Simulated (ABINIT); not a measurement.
```
ZnCu3
1.0
    2.51023     0.00000     0.00000
   -1.25511     2.17392     0.00000
    0.00000     0.00000     8.22964
Zn Cu
1 3
Direct
  0.66667   0.33333   0.00000
  0.66667   0.33333   0.50000
  0.33333   0.66667   0.25407
  0.33333   0.66667   0.74593
```

Level of theory: LDA (PW92), PAW (JTH v2.0 LDA PAW) (plane waves; ABINIT).

The set-up and first iterations of an ABINIT log for ZnCu₃ (P-6m2, 4 atoms in the cell):

```
 Symmetries : space group P-6 m 2 (#187); Bravais hP (primitive hexag.)

 -outvars: echo values of preprocessed input variables --------
            acell      4.7436482100E+00  4.7436482100E+00  1.5551761925E+01 Bohr
             ecut      3.00000000E+01 Hartree
           enunit           1
              ixc       -1012
         kptrlatt       12    0    0      0   12    0      0    0    3
          kptrlen      4.66552858E+01
            natom           4
            nband          45
            ngfft          24      24      80
          ngfftdg          36      36     120
             nkpt          38
            nstep          80
             nsym          12
           ntypat           2
           occopt           7
        pawecutdg      6.00000000E+01 Hartree
            rprim      1.0000000000E+00 -5.6100000000E-08  0.0000000000E+00
                      -4.9999995140E-01  8.6602543180E-01  0.0000000000E+00
   [... lines left out ...]
           useylm           1
             xred      6.6666666670E-01  3.3333333330E-01  0.0000000000E+00
                       6.6666666670E-01  3.3333333330E-01  5.0000000000E-01
                       3.3333333337E-01  6.6666666663E-01  2.5407000000E-01
                       3.3333333337E-01  6.6666666663E-01  7.4593000000E-01
            znucl       30.00000   29.00000

== DATASET  1 ==================================================================

 Real(R)+Recip(G) space primitive vectors, cartesian coordinates (Bohr,Bohr^-1):
 R(1)=  4.7436482 -0.0000003  0.0000000  G(1)=  0.2108082  0.1217102  0.0000000
 R(2)= -2.3718239  4.1081200  0.0000000  G(2)=  0.0000000  0.2434204  0.0000000
 R(3)=  0.0000000  0.0000000 15.5517619  G(3)=  0.0000000  0.0000000  0.0643014
 Unit cell volume ucvol=  3.0306458E+02 bohr^3
 Angles (23,13,12)=  9.00000000E+01  9.00000000E+01  1.20000000E+02 degrees

 Coarse grid specifications (used for wave-functions):

 getcut: wavevector=  0.0000  0.0000  0.0000  ngfft=  24  24  80
         ecut(hartree)=     30.000   => boxcut(ratio)=   2.05198

 Fine grid specifications (used for densities):

 getcut: wavevector=  0.0000  0.0000  0.0000  ngfft=  36  36 120
         ecut(hartree)=     60.000   => boxcut(ratio)=   2.17645

   8.02817818E+03                                ecore*ucvol(ha*bohr**3)

_setup2: Arith. and geom. avg. npw (full set) are    2379.058    2379.036
--- !BeginCycle
solver: {iscf: 17, nstep: 80, nline: 4, wfoptalg: 10, }
tolerances: {tolvrs: 1.00E-11, }
...

     iter   Etot(hartree)      deltaE(h)  residm     nres2
 ETOT  1  -643.95006966682    -6.440E+02 6.295E+01 1.085E+02
 ETOT  2  -661.55904562309    -1.761E+01 2.535E+00 1.852E+03
 ETOT  3  -659.36763490875     2.191E+00 9.580E-01 4.867E+02
 ETOT  4  -659.31068080438     5.695E-02 8.637E-01 2.751E+02
 ETOT  5  -658.87152313058     4.392E-01 5.343E-01 3.001E+01
```

Problem. How does the run end?

Solution. The run converged in 32 iterations. Convergence of the loop says nothing yet on basis, mesh or lower states. It ends on: free energy E − TS -17927.92 eV; Fermi level (on the code's own zero) 9.53 eV; pressure 1.65 GPa; largest force (vector length) 0.020 eV/Å. The log goes on:

```
   [... 23 lines left out ...]
 ETOT 29  -658.83896654799    -6.708E-12 1.545E-04 1.230E-10
 ETOT 30  -658.83896654799    -3.638E-12 2.239E-04 8.944E-11
 ETOT 31  -658.83896654799     2.387E-12 1.059E-04 6.767E-11
 ETOT 32  -658.83896654799    -9.095E-13 1.538E-04 2.217E-12
 At SCF step   32       nres2   =  2.22E-12 < tolvrs=  1.00E-11 =>converged.

 Cartesian components of stress tensor (hartree/bohr^3)
  sigma(1 1)= -1.09956165E-04  sigma(3 2)=  0.00000000E+00
  sigma(2 2)= -1.09956158E-04  sigma(3 1)=  0.00000000E+00
  sigma(3 3)=  5.14746016E-05  sigma(2 1)= -1.61027814E-12

 ----iterations are completed or convergence reached----

 reduced coordinates (array xred) for    4 atoms
       0.666666666700      0.333333333300      0.000000000000
       0.666666666700      0.333333333300      0.500000000000
       0.333333333367      0.666666666633      0.254070000000
       0.333333333367      0.666666666633      0.745930000000
 cartesian forces (eV/Angstrom) at end:
    1     -0.00000000000000    -0.00000000000000    -0.00000000000000
    2     -0.00000000000000    -0.00000000000000    -0.00000000000000
    3      0.00000000000000     0.00000000000000     0.02047026167164
   [... lines left out ...]
 Fermi (or HOMO) energy (eV) =   9.52749   Average Vxc (eV)= -12.38013
   [... lines left out ...]
local_psp           : -3.83571612956511E+02
internal            : -6.58838694236403E+02
'-kT*entropy'       : -2.73156580018190E-04
total_energy        : -6.58838967392983E+02
total_energy_eV     : -1.79279200436565E+04
...

-Cartesian components of stress tensor (GPa)         [Pressure=  1.6519E+00 GPa]
- sigma(1 1)= -3.23502152E+00  sigma(3 2)=  0.00000000E+00
- sigma(2 2)= -3.23502132E+00  sigma(3 1)=  0.00000000E+00
- sigma(3 3)=  1.51443481E+00  sigma(2 1)= -4.73760105E-08

 Calculation completed.
```

The starting cell comes from a database of computed structures (which also holds hypothetical and non-ambient phases and stackings), without a prior relaxation at this level. For this run, on top of that: lattice scaled by 0.98. Spin polarisation is off.

The run was DFT, LDA (PW92), plane waves, PAW (JTH v2.0 LDA PAW). Main settings of its input:

```
setting                                      value
----------  --------------------------------------
pseudos     [Zn.LDA_PW-JTH.xml, Cu.LDA_PW-JTH.xml]
ecut                                         60 Ry
pawecutdg                                   120 Ry
occopt                                           7
tsmear                               0.00367493 Ha
ngkpt                                      12 12 3
nshiftk                                          1
shiftk                                       0 0 0
potentials                        JTH v2.0 LDA PAW
nband                                           45
kptopt                                           1
nstep                                           80
```

These are the values that this program gave, and no reference: the one-centre exchange-correlation terms come from a truncated expansion.
